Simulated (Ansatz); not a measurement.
Co2Si: response to strain

The parent structure is Co2Si (space group Pnma, No. 62; ferromagnetic).

```xyz
12
Lattice="4.8835 0.0000 0.0000 0.0000 3.7117 0.0000 0.0000 0.0000 7.0418" Properties=species:S:1:pos:R:3 pbc="T T T"
Co     2.6194     0.9279     5.5103
Co     0.1777     0.9279     5.0524
Co     2.2641     2.7838     1.5315
Co     4.7059     2.7838     1.9894
Co     0.8462     0.9279     0.4552
Co     3.2880     0.9279     3.0657
Co     4.0373     2.7838     6.5866
Co     1.5956     2.7838     3.9761
Si     3.4309     0.9279     0.7443
Si     0.9891     0.9279     2.7766
Si     1.4526     2.7838     6.2975
Si     3.8944     2.7838     4.2652
```

Cartesian axes are those of the cell as printed.

Strains are applied to the cell and any free atomic positions relax; under biaxial strain the out-of-plane vector relaxes too; under stress the whole cell relaxes.

Calculations: DFT with PBE, PAW potentials and a 420 eV plane-wave cutoff in Ansatz (an electronic-structure program), no SOC, earlier PAW set.

Notes on the quantities. pressure: mean of the normal stresses, compression positive.

```tsv
change	magnetic state	largest site moment	volume per atom	pressure
base	ferromagnetic	0.43 μB	10.64 Å³	0.0 GPa
biaxial strain −3.81 %, plane normal [001], relaxed out of plane	weakly magnetic (sensitive to the mesh)	0.18 μB	?	10.6 GPa
biaxial strain −0.78 %, plane normal [001], relaxed out of plane	ferromagnetic	0.36 μB	10.54 Å³	1.9 GPa
biaxial strain +0.77 %, plane normal [001], relaxed out of plane	ferromagnetic	?	?	?
uniaxial stress, 2 GPa compression along x	ferromagnetic	0.40 μB	10.60 Å³	–
```

Question: What belongs in the blanks?

Answer: 
- biaxial strain −3.81 %, plane normal [001], relaxed out of plane, volume per atom: 10.21 Å³
- biaxial strain +0.77 %, plane normal [001], relaxed out of plane, largest site moment: 0.49 μB
- biaxial strain +0.77 %, plane normal [001], relaxed out of plane, volume per atom: 10.73 Å³
- biaxial strain +0.77 %, plane normal [001], relaxed out of plane, pressure: -1.7 GPa

The magnetic state is the one reached from the starting moments; the real material's order can differ, and small cells can't hold many antiferromagnetic ones. Without a gap, meshes like the base's 8×10×6 leave anisotropic stresses uncertain by several tenths of a GPa, and small strain energies with them. Stability under load was not tested beyond the relaxation.
